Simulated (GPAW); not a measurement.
Worked example: self-consistent single point of CuGe3 (P6_3/mmc, 8 atoms in the cell) in GPAW.

Computed with LDA (Perdew-Wang 92), GPAW PAW datasets LDA (gpaw-data 1.0.1) (plane waves; GPAW).

```
CuGe3
1.0
    4.34544     0.00000     0.00000
   -2.17272     3.76326     0.00000
    0.00000     0.00000     8.93492
Cu Ge
2 6
Direct
  0.66667   0.33333   0.75000
  0.33333   0.66667   0.25000
  0.66667   0.33333   0.07561
  0.33333   0.66667   0.92439
  0.33333   0.66667   0.57561
  0.66667   0.33333   0.42439
  0.00000   0.00000   0.75000
  0.00000   0.00000   0.25000
```

Reference input (self-consistent single point, DFT PBEsol, plane waves, GPAW PAW datasets PBEsol (made by gpaw-setup)): mode = pw; ecut = 800 eV; xc = PBEsol; kpts = 5 5 3; mesh shift (steps) = 0 0 0; occupations.name = fermi-dirac; occupations.width = 0.1 eV; nbands = -12; convergence.density = 1e-05 e/electron; convergence.energy = 1e-05 eV/electron; symmetry.symmorphic = false; symmetry.tolerance = 0.0005. This run's input differs from it in these lines:

```diff
@@ -19,3 +19,3 @@
 calc = GPAW(mode={'name': 'pw', 'ecut': 800},
-            xc='PBEsol',
+            xc='LDA',
             kpts=(5, 5, 3),
```

Its files differ too (potentials: GPAW PAW datasets LDA (gpaw-data 1.0.1)).

Output (repeated stretches shortened):

```
     iter     time        total  log10-change:
                         energy   eigst   dens
iter:   1 --:--:--   -41.169010
iter:   2 --:--:--   -38.911761   -1.39  -1.17
iter:   3 --:--:--   -38.235616   -1.28  -1.28
iter:   4 --:--:--   -38.237004   -1.10  -1.36
iter:   5 --:--:--   -38.385840   -1.73  -1.57
   [... 4 lines left out ...]
iter:  10 --:--:--   -37.963020   -2.10  -2.17
iter:  11 --:--:--   -37.964196   -3.14  -2.92
iter:  12 --:--:--   -37.963185   -3.93  -2.86
iter:  13 --:--:--   -37.963272   -4.82  -2.95
iter:  14 --:--:--   -37.963174c  -5.18  -2.93
iter:  15 --:--:--   -37.963218c  -5.52  -2.99
iter:  16 --:--:--   -37.963275c  -5.28  -3.11
iter:  17 --:--:--   -37.963143c  -4.85  -3.49
iter:  18 --:--:--   -37.963148c  -6.40  -3.64
   [... 3 lines left out ...]
iter:  22 --:--:--   -37.963154c  -5.66  -3.79
iter:  23 --:--:--   -37.963159c  -7.07  -4.10
iter:  24 --:--:--   -37.963139c  -6.26  -4.12
iter:  25 --:--:--   -37.963149c  -7.08  -4.36
iter:  26 --:--:--   -37.963152c  -7.69c -4.54
iter:  27 --:--:--   -37.963152c  -8.97c -4.61
iter:  28 --:--:--   -37.963155c  -8.02c -4.69
iter:  29 --:--:--   -37.963155c -10.16c -4.83
iter:  30 --:--:--   -37.963156c  -8.36c -4.87
iter:  31 --:--:--   -37.963157c  -8.86c -5.14c
Converged after 31 iterations.

Dipole moment: (-0.000000, 0.000000, 0.000000) |e|*Ang

Energy contributions relative to reference atoms: (reference = -432009.100381)

Kinetic:        +15.889453
Potential:      -18.572177
External:        +0.000000
XC:             -35.288451
Entropy (-ST):   -0.120632
Local:           +0.068334
SIC:             +0.000000
--------------------------
Free energy:    -38.023473
Extrapolated:   -37.963157

Showing only first 2 kpts
 Kpt  Band  Eigenvalues  Occupancy
  0    21      6.91618    1.18548
  0    22      7.02084    0.67644
  0    23      7.02087    0.67629
  0    24      7.31653    0.05175

  1    21      6.94178    1.05962
  1    22      6.95044    1.01637
  1    23      7.05060    0.55022
  1    24      7.05063    0.55010

Fermi level: 6.95371

No gap
   [... lines left out ...]
  2 Ge    0.00000    0.00000    0.04325
  3 Ge    0.00000   -0.00000   -0.04325
  4 Ge   -0.00000   -0.00000    0.04325
  5 Ge    0.00000    0.00000   -0.04325
  6 Ge    0.00000    0.00000    0.00000
  7 Ge    0.00000   -0.00000    0.00000

Stress tensor:
     0.042999     0.000000     0.000000
    -0.000000     0.042999    -0.000000
     0.000000    -0.000000     0.035499
Stress (GPa, Voigt): [ 6.8891  6.8891  5.6875 -0.      0.      0.    ]
```

The run converged in 31 iterations. GPAW prints stress with tension positive. Against the reference run the pressure goes from -4.28 to -6.49 GPa and the largest force goes from 0.039 to 0.043 eV/Å.

The starting cell comes from a database of computed structures (which also holds hypothetical and non-ambient phases and stackings), without a prior relaxation at this level. Spin polarisation is off. With a pressure of about -6 GPa the cell is away from its equilibrium volume at this level.

Cost on one core of a shared machine: roughly 80 s.
